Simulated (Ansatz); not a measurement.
Fermi-surface data of Cu (Fm-3m)

Given:

```
Cu
1.0
    0.00000     1.78200     1.78200
    1.78200     0.00000     1.78200
    1.78200     1.78200     0.00000
Cu
1
Direct
  0.00000   0.00000   0.00000
```

Computed with PBEsol, rigid bands (plane waves, PAW, scalar-relativistic; Ansatz, a quantum-chemistry and plane-wave program). Geometry: cell and atoms relaxed with PBEsol.

| Quantity | Value |
|---|---|
| density of states at the Fermi level | 0.299 states/(eV·cell), both spins |
| bare Sommerfeld coefficient | 0.70 mJ/(mol of atoms·K²) |
| Drude plasma energy | 9.1 eV |
| root-mean-square Fermi velocity | 1.1e6 m/s |
| resistivity times τ | 5.9 ×10⁻²² Ω·m·s |
| resistivity times mean free path | 6.5 ×10⁻¹⁶ Ω·m² |

A metal at this level (no band gap); rigid bands, thermally averaged at 300 K, both spins. Spin-orbit coupling is left out. τ is one relaxation time for all states; the product of resistivity and mean free path takes one path for all states instead.
